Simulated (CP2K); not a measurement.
Band structure of La3GaBr3 (Pm-3m, 7 atoms in the cell).

```
La3GaBr3
1.0
    6.13658     0.00000     0.00000
    0.00000     6.13658     0.00000
    0.00000     0.00000     6.13658
La Ga Br
3 1 3
Cartesian
  0.00000   3.06829   3.06829
  3.06829   0.00000   3.06829
  3.06829   3.06829   0.00000
  3.06829   3.06829   3.06829
  0.00000   0.00000   3.06829
  3.06829   0.00000   0.00000
  0.00000   3.06829   0.00000
```

Method: PBEsol, GPW, DZVP-MOLOPT-SR-GTH basis, GTH-PBE potentials (GTH_POTENTIALS) (CP2K 2026.2).

Settings: CUTOFF = 600 Ry; REL_CUTOFF = 50 Ry; SMEAR/METHOD = GAUSSIAN; SIGMA = 0.136 eV; KPOINTS/SCHEME = MONKHORST-PACK 3 3 3; XC_FUNCTIONAL = PBE:PBESOL; La/BASIS_SET = DZVP-MOLOPT-SR-GTH; La/POTENTIAL = GTH-PBE-q11; Ga/BASIS_SET = DZVP-MOLOPT-SR-GTH; Ga/POTENTIAL = GTH-PBE-q13; Br/BASIS_SET = DZVP-MOLOPT-SR-GTH; Br/POTENTIAL = GTH-PBE-q7; METHOD = GPW; EPS_DEFAULT = 1e-10.

The starting cell comes from a database of computed structures (which also holds hypothetical and non-ambient phases and stackings), without a prior relaxation at this level. Values carry the incompleteness of an atom-centred basis. The potentials were made for another functional than the one used.

Levels in eV from the Fermi level, bands 30 to 35:
| point | 30 | 31 | 32 | 33 | 34 | 35 |
|---|---|---|---|---|---|---|
| Γ | -4.84 | -1.23 | -1.23 | -1.23 | 0.74 | 0.76 |
| X | -5.01 | -1.49 | -0.94 | -0.67 | -0.67 | 0.14 |
| M | -4.57 | -1.79 | -1.79 | -1.28 | 0.87 | 1.05 |
| R | -4.66 | -2.00 | -2.00 | -2.00 | 1.79 | 2.24 |

Bands cross the Fermi level along this path, so the cell is metallic at this level.

Higher empty bands are left out: an atom-centred basis made for the valence describes them poorly.
